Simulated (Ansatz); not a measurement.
Defect migration in wurtzite GaN: interstitial Ga, charge state +1. The step: several atoms move together, Ga the farthest; the atom moves 2.78 Å along (-0.33, -0.16, 0.50) of the unit cell; the moving atom starts with neighbours Ga at 2.29, 2 Ga at 2.47; N at 1.93, N at 2.17, N at 2.18 Å and ends with Ga at 2.29, 2 Ga at 2.47; N at 1.93, 2 N at 2.18 Å. A PBE band in Ansatz (plane-wave PAW, one k-point at (0.125, 0.250, 0.250), 72 host sites, 117 SCF runs with any check of the saddle's order, static, no finite-size correction) gives a forward barrier of 1.38 eV. The saddle point's order was not checked. The charge state is imposed; whether it is stable for some Fermi level was not computed. Sites that were not tried may lie lower.

Single points at the band's start and saddle point can refine it. Rough cost of one point, in units of the band's mean SCF on the same machine:

```csv
Level,Cost of one point
"PBE, a 2×2×2 k-point mesh shifted by half a step along c",about 5
"r2SCAN at 500 eV, one k-point at (0.125, 0.250, 0.250)",about 3
```

Which of these move the barrier by more than 0.1 eV, and how far does each move it?

Not one does. PBE, a 2×2×2 k-point mesh shifted by half a step along c: +0.03 eV; r2SCAN at 500 eV, one k-point at (0.125, 0.250, 0.250): +0.08 eV. Each functional is compared with PBE at the same k-points.

Ansatz is a first-principles code.
